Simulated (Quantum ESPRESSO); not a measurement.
Troubleshooting Quantum ESPRESSO: a failed run on YMg14Ga (P-6m2, 16 atoms in the cell). The aim is a self-consistent single point with DFT, PBEsol, plane waves, SSSP 1.1.2 efficiency (PBE) pseudopotentials.

This input was run:

```fortran
&control
    calculation = 'scf'
    prefix = 'ymg14ga'
    outdir = './out'
    pseudo_dir = './'
    verbosity = 'high'
    tprnfor = .true.
    tstress = .true.
/
&system
    ibrav = 0
    nat = 16
    ntyp = 3
    ecutwfc = 70
    ecutrho = 560
    occupations = 'smearing'
    smearing = gaussian
    degauss = 0.0073499
    input_dft = 'pbesol'
/
&electrons
    conv_thr = 1e-10
/
ATOMIC_SPECIES
Y     88.9058  Y_pbe_v1.uspp.F.UPF
Mg    24.3050  Mg.pbe-n-kjpaw_psl.0.3.0.UPF
Ga    69.7230  Ga.pbe-dn-kjpaw_psl.1.0.0.UPF
ATOMIC_POSITIONS crystal
Y     0.000000000    0.000000000    0.000000000
Mg    0.012820000    0.506410000    0.000000000
Mg    0.493590000    0.987180000    0.000000000
Mg    0.493590000    0.506410000    0.000000000
Mg    0.995240000    0.497620000    0.500000000
Mg    0.502380000    0.004760000    0.500000000
Mg    0.502380000    0.497620000    0.500000000
Mg    0.165120000    0.834880000    0.258920000
Mg    0.669760000    0.834880000    0.741080000
Mg    0.165120000    0.330240000    0.258920000
Mg    0.165120000    0.834880000    0.741080000
Mg    0.669760000    0.834880000    0.258920000
Mg    0.165120000    0.330240000    0.741080000
Mg    0.666666667    0.333333333    0.240750000
Mg    0.666666667    0.333333333    0.759250000
Ga    0.000000000    0.000000000    0.500000000
K_POINTS automatic
3 3 2  1 1 1
CELL_PARAMETERS angstrom
   6.418524093     0.000000000     0.000000000
  -3.209262047     5.558604919     0.000000000
   0.000000000     0.000000000    10.349484000
```

Log, with long lists cut:

```
     This program is part of the open-source Quantum ESPRESSO suite
     for quantum simulation of materials; please cite

 %%%%%%%%%%%%%%%%%%%%%%%%%%%%%%%%%%%%%%%%%%%%%%%%%%%%%%%%%%%%%%%%%%%%%%%%%%%%%%
     Error in routine  read_namelists (1):
      bad line in namelist &system: "    degauss = 0.0073499" (error could be in the previous line)
 %%%%%%%%%%%%%%%%%%%%%%%%%%%%%%%%%%%%%%%%%%%%%%%%%%%%%%%%%%%%%%%%%%%%%%%%%%%%%%

     stopping ...
```

Question: From the messages shown, name the fault and mend the input.

Answer: The fault is a string without quotes in a namelist. Fortran namelists need character values in quotes. To fix it, quote the value. The program stopped before any SCF iteration.

An input that runs soundly differs in these lines (not the only fix; some lines may just follow from the change or write a value another way):
```diff
-    smearing = gaussian
+    smearing = 'gaussian'
```

With that input, the run converged in 20 iterations: free energy E − TS -11168.3402 eV; Fermi level (on the code's own zero) 4.39 eV; pressure -0.71 GPa; largest force (vector length) 0.056 eV/Å (DFT, PBEsol, plane waves, SSSP 1.1.2 efficiency (PBE) pseudopotentials).

On the sound input: the starting cell comes from a database of computed structures (which also holds hypothetical and non-ambient phases and stackings), without a prior relaxation at this level. Its lattice was rescaled by a random factor within 2.5 % of one.
